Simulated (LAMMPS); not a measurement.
Consider a melt made from Al (fcc), 256 atoms, at 750 K and 0 GPa, brought to that temperature within a few picoseconds in molecular dynamics.

Computed with classical MD, pair style bop, file AlCu.bop.table, run in LAMMPS.

```tsv
r (Å)	g(r)
2.020	0.000
2.060	0.012
2.100	0.036
2.140	0.053
2.180	0.062
2.220	0.106
2.260	0.201
2.300	0.280
2.340	0.474
2.380	0.677
2.420	0.857
2.460	1.11
2.500	1.40
2.540	1.71
2.580	2.15
2.620	2.28
2.660	2.59
2.700	2.69
2.740	2.82
2.780	2.78
2.820	2.70
2.860	2.38
2.900	2.28
2.940	2.15
2.980	2.02
3.020	1.71
3.060	1.55
3.100	1.34
3.140	1.30
3.180	1.04
3.220	1.05
3.260	0.984
3.300	0.749
3.340	0.819
3.380	0.774
3.420	0.751
3.460	0.632
3.500	0.699
3.540	0.722
3.580	0.675
3.620	0.689
3.660	0.701
3.700	0.677
3.740	0.622
3.780	0.736
3.820	0.689
3.860	0.724
3.900	0.708
3.940	0.677
3.980	0.661
4.020	0.679
4.060	0.697
4.100	0.654
4.140	0.656
4.180	0.647
4.220	0.606
4.260	0.666
4.300	0.731
4.340	0.676
4.380	0.668
4.420	0.709
4.460	0.706
4.500	0.740
4.540	0.779
4.580	0.803
4.620	0.850
4.660	0.881
4.700	0.962
4.740	0.987
4.780	1.04
4.820	1.09
4.860	1.14
4.900	1.24
4.940	1.26
4.980	1.29
5.020	1.34
5.060	1.33
5.100	1.40
5.140	1.42
5.180	1.43
5.220	1.41
5.260	1.46
5.300	1.44
5.340	1.41
5.380	1.39
5.420	1.32
5.460	1.28
5.500	1.24
5.540	1.24
5.580	1.15
5.620	1.12
5.660	1.14
5.700	1.07
5.740	1.01
5.780	0.975
5.820	0.930
5.860	0.880
5.900	0.848
5.940	0.839
5.980	0.845
6.020	0.814
```

Read from the full data:
- state found: liquid
- first peak of g(r): 2.76 Å, height 2.8
- coordination number: 12.4 (counted to 3.62 Å)

Caution: this liquid lies under the measured melting point of 933 K, so it is undercooled or the potential melts low. Caution: a run this short can hold a crystal over, or a liquid under, the potential's own melting point, which these runs don't give.
